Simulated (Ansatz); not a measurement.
# A computed series for RhSi: response to strain

Take RhSi (space group P2_13, No. 198; a cell from a computed database, its experimental status unchecked) as the base.

```xyz
8
Lattice="4.6728 0.0000 0.0000 0.0000 4.6728 0.0000 0.0000 0.0000 4.6728" Properties=species:S:1:pos:R:3 pbc="T T T"
Si     0.7377     1.5987     3.0741
Si     1.5987     3.0741     0.7377
Si     3.0741     0.7377     1.5987
Si     3.9351     3.9351     3.9351
Rh     3.9599     3.0493     1.6235
Rh     3.0493     1.6235     3.9599
Rh     1.6235     3.9599     3.0493
Rh     0.7129     0.7129     0.7129
```

Cartesian axes are those of the cell as printed.

Strains are applied to the cell and any free atomic positions relax; under biaxial strain the out-of-plane vector relaxes too.

Computed with PBEsol, PAW, 420 eV (Ansatz, a quantum-chemistry and plane-wave program; spin-orbit coupling left out), earlier PAW set.

Notes on the quantities. pressure: mean of the normal stresses, compression positive.

```csv
case,pressure,volume per atom,space group
base,0.0 GPa,12.75 Å³,P2_13 (No. 198)
"biaxial strain +0.78 %, plane normal [001], relaxed out of plane",-1.8 GPa,12.85 Å³,P2_12_12_1 (No. 19)
"biaxial strain +2.10 %, plane normal [001], relaxed out of plane",-4.4 GPa,13.02 Å³,P2_12_12_1 (No. 19)
"biaxial strain −3.29 %, plane normal [110], relaxed out of plane",(withheld),(withheld),P2_1 (No. 4)
isotropic strain −0.92 %,7.3 GPa,12.41 Å³,P2_13 (No. 198)
uniaxial strain ε_xx = −1.15 %,3.0 GPa,12.61 Å³,P2_12_12_1 (No. 19)
uniaxial strain ε_xx = +2.61 %,-5.7 GPa,13.09 Å³,P2_12_12_1 (No. 19)
uniaxial strain ε_zz = +4.79 %,-9.2 GPa,13.36 Å³,P2_12_12_1 (No. 19)
tensor shear ε_yz = −3.90 %,1.0 GPa,12.73 Å³,P2_1 (No. 4)
```

Task: Complete the table.

Result: 
- biaxial strain −3.29 %, plane normal [110], relaxed out of plane, pressure: 9.4 GPa
- biaxial strain −3.29 %, plane normal [110], relaxed out of plane, volume per atom: 12.35 Å³

Without a gap, meshes like the base's 10×10×10 leave anisotropic stresses uncertain by several tenths of a GPa, and small strain energies with them. Stability against distortions was not tested. All final runs are without spin polarisation.
